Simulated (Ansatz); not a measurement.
# CdTe with two functionals

Consider CdTe in the zinc blende structure (space group F-43m, No. 216; a = 6.6186 Å).

(Cell as relaxed with PBE.)

Levels (all Ansatz, a first-principles code, PAW, earlier PAW set): PBE (420 eV, scalar-relativistic without spin-orbit coupling); r2SCAN (500 eV, scalar-relativistic without spin-orbit coupling).

Each level relaxes its own structure.

| quantity | PBE | r2SCAN |
|---|---|---|
| volume per atom | 36.24 Å³ | 35.26 Å³ |
| lattice parameter a | 12.507 bohr | 12.393 bohr |
| band gap | 0.58 eV | 1.16 eV |
| gap character | direct at Γ | direct at Γ |
| electron mass | 0.053 mₑ | 0.089 mₑ |
| hole mass (degenerate bands, along [100]) | 0.053, 0.57, 0.57 mₑ | 0.092, 0.55, 0.55 mₑ |

PBE's volume per atom lies 0.985 Å³ above r2SCAN's (2.8 %); PBE's lattice parameter a lies 0.114 bohr above r2SCAN's (0.9 %); PBE's band gap lies 0.58 eV below r2SCAN's; the two agree on the gap character. Neither level is exact; r2SCAN is the comparison here, not a measurement.

Spin-orbit coupling, missing from the scalar runs, can matter with Te. Effective masses come from finite differences of ±0.01 Å⁻¹. Whether these cells are dynamically stable was not tested.
